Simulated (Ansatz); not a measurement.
**PtSe2, response to strain**

The parent structure is PtSe$_{2}$ in the CdI2 type structure (space group P-3m1, No. 164; layered; relaxed with 0.1 eV smearing).

```yaml
crystal:
  lattice:
    - [3.73853, 0.00000, 0.00000]
    - [-1.86927, 3.23766, 0.00000]
    - [0.00000, 0.00000, 4.63504]
  atoms:
    - { symbol: Pt, position: [0.00000, 0.00000, 0.00000] }
    - { symbol: Se, position: [0.33333, 0.66667, 0.27201] }
    - { symbol: Se, position: [0.66667, 0.33333, 0.72799] }
```

Cartesian axes are those of the cell as printed.

Strains are applied to the cell and any free atomic positions relax.

The values are results of Kohn–Sham DFT with the PBEsol-D3(BJ) functional, run in Ansatz (a quantum-chemistry and plane-wave program) with PAW and 420 eV plane waves, no spin-orbit coupling, not measurements.

Notes on the quantities. energy relative to the base: free energy F.

| uniaxial strain ε_zz (%) | energy relative to the base (meV/atom) |
|---|---|
| -3 | 5.4 |
| -2.5 | 3.7 |
| -2 | 2.3 |
| -1.5 | 1.3 |
| -1 | ? |
| -0.5 | 0.1 |
| 0 | 0.0 |

Fit ΔE = Aε² + Bε³ (ε in %) to the rows shown and predict the withheld row.

Least squares on the printed values gives A = 0.539 and B = -0.021 meV/atom (largest residual 0.0 meV/atom); this predicts 0.6 meV/atom, and the run gives 0.6 meV/atom, in agreement.

Stability against distortions was not tested. All final runs are without spin polarisation.
